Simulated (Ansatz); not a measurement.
**Effect of isotropic strain +1.39 % on hypothetical zinc blende VS**

Start from VS in the zinc blende structure (space group F-43m, No. 216; a = 5.273 Å; ferromagnetic; a hypothetical phase, not in the database extracts checked; relaxed with 0.1 eV smearing).

The change: the cell is scaled by 1.0139 in all directions; the atoms relax in the strained cell.

All numbers come from PBEsol, PAW, 420 eV (Ansatz, an electronic-structure program; no SOC). Settings: 19×19×19 k-points, 0.1 eV Fermi–Dirac smearing.

| quantity | base | changed | shift |
|---|---|---|---|
| shortest interatomic distance | 2.283 Å | 2.315 Å | +0.032 Å |
| energy relative to the base (free energy F) | 0 meV/atom | +8.6 meV/atom | +8.6 meV/atom |
| pressure | 0.0 GPa | -3.4 GPa | -3.4 GPa |
| band gap | zero | zero | – |
| magnetic state | ferromagnetic | ferromagnetic | – |
| largest site moment | 1.62 μB | 1.71 μB | +0.09 μB |

Final structure:

```xyz
2
Lattice="0.0000 2.6730 2.6730 2.6730 0.0000 2.6730 2.6730 2.6730 0.0000" Properties=species:S:1:pos:R:3 pbc="T T T"
S      1.3365     1.3365     1.3365
V      0.0000     0.0000     0.0000
```

Cost of the whole job for the changed cell (relaxation, final SCF and bands): roughly 30 core-seconds.

Other magnetic orders, which the real material may have, were not ruled out. Stability against distortions was not tested.
